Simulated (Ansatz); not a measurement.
**How far to go with zone-centre phonons against the mesh: NaTl (Fd-3m, 4 atoms in the cell)**

```
CELL_PARAMETERS angstrom
      0.00000     3.75057     3.75057
      3.75057     0.00000     3.75057
      3.75057     3.75057     0.00000
ATOMIC_POSITIONS crystal
  Na 0.50000 0.50000 0.50000
  Na 0.75000 0.75000 0.75000
  Tl 0.00000 0.00000 0.00000
  Tl 0.25000 0.25000 0.25000
```

Method: LDA (PW92), default PAW files made with PBE (plane waves; Ansatz, an electronic-structure program).

Base settings: basis.ecutwfc = 420 eV; kpoints.mp_grid.grid = 8 8 8; hamiltonian.xc = lda; hamiltonian.pseudopotentials = {kind: paw} (the program's default PAW files); scf.occupations.method = gaussian; scf.occupations.width = 0.1 eV.

In this ladder: phonons.method = dfpt.

Frequencies are those of the unrelaxed cell, without the LO-TO term of polar crystals.

Only quantities that move along the ladder and can be compared are tabulated.

Core times come from one kind of shared machine, to one figure; runs under 30 s give none.

The starting cell comes from a database of computed structures (which also holds hypothetical and non-ambient phases and stackings), without a prior relaxation at this level. Its lattice was rescaled by up to half a per cent.

| kpoints.mp_grid.grid | highest zone-centre frequency (cm⁻¹) | lowest optical frequency (cm⁻¹) | core time / last (rough) |
|---|---|---|---|
| 2 2 2 | 138.6 | 91.8 | – |
| 3 3 3 | 144.7 | -62.7 | – |
| 4 4 4 | 145.8 | 68.7 | – |
| 5 5 5 | 146.0 | 47.0 | – |
| 6 6 6 | 145.8 | 54.4 | – |
| 7 7 7 | 145.5 | 52.5 | 0.06 |
| 9 9 9 | 146.5 | 59.7 | 0.1 |
| 11 11 11 | 146.2 | 59.6 | 0.2 |
| 14 14 14 | 145.8 | 61.2 | 0.3 |
| 17 17 17 | 145.9 | 61.1 | 1 |

Coarsest kpoints.mp_grid.grid that holds the highest zone-centre frequency within 5 cm⁻¹ of the last step, with all finer ones: 3 3 3; the step before is off by 7.3 cm⁻¹.

Coarsest kpoints.mp_grid.grid that holds the lowest optical frequency within 5 cm⁻¹ of the last step, with all finer ones: 9 9 9, at about 0.1 of the last step's time; the step before is off by 8.6 cm⁻¹.

Keys are those of Ansatz 0.2.
